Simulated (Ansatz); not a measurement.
TiSi2 (Fddd, No. 70), treated with PBE in Ansatz (PAW).

Run with plane-wave cutoff 520 eV, 16×16×16 k mesh, Fermi–Dirac smearing 0.05 eV, no spin polarisation, scalar-relativistic PAW data made under PBE.

Cell (relaxed at this level):

```
CELL_PARAMETERS angstrom
      0.00000     4.13221     4.28306
      2.40273     0.00000     4.28306
      2.40273     4.13221     0.00000
ATOMIC_POSITIONS crystal
  Ti 0.00000 0.00000 0.00000
  Ti 0.25000 0.25000 0.25000
  Si 0.66305 0.33695 0.66305
  Si 0.33695 0.66305 0.33695
  Si 0.58695 0.91305 0.58695
  Si 0.91305 0.58695 0.91305
```

**Question.** Estimate the bulk modulus that the calculation returns.

**Answer.** 
- bulk modulus: 140 GPa

Note: the bulk modulus is −V dP/dV from two relaxed cells at ±2 % in volume.

Cost on a shared machine: roughly 5 core-minutes.

Ansatz is an electronic-structure program.
